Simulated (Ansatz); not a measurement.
Consider Al₂Au (space group Fm-3m, No. 225; a = 6.003 Å; relaxed with 0.1 eV smearing). Axes: x, y, z lie along the cube axes.

Method: DFT with PBEsol, PAW potentials and a 420 eV plane-wave cutoff in Ansatz (a quantum-chemistry and plane-wave program), spin-orbit coupling left out.

Perturbation: the cell is scaled by 1.0100 in all directions, atoms relaxed at fixed cell.

Q: Predict the stress tensor and what it implies for the stiffness.

A: Stress of the strained cell less that of the base (GPa, compression positive):
```
   -3.2     0.0     0.0
    0.0    -3.2     0.0
    0.0     0.0    -3.2
```

Then B = −ΔP/(ΔV/V₀) with ΔV/V₀ = 0.0303 gives secant stiffness values (nonlinear terms included at this strain): B ≈ 106 GPa.

As a check, the harmonic strain energy −½ V₀ Δσ:ε is 5.4 meV/atom; the computed energy rise is 5.6 meV/atom.

Whether these cells are dynamically stable was not tested.
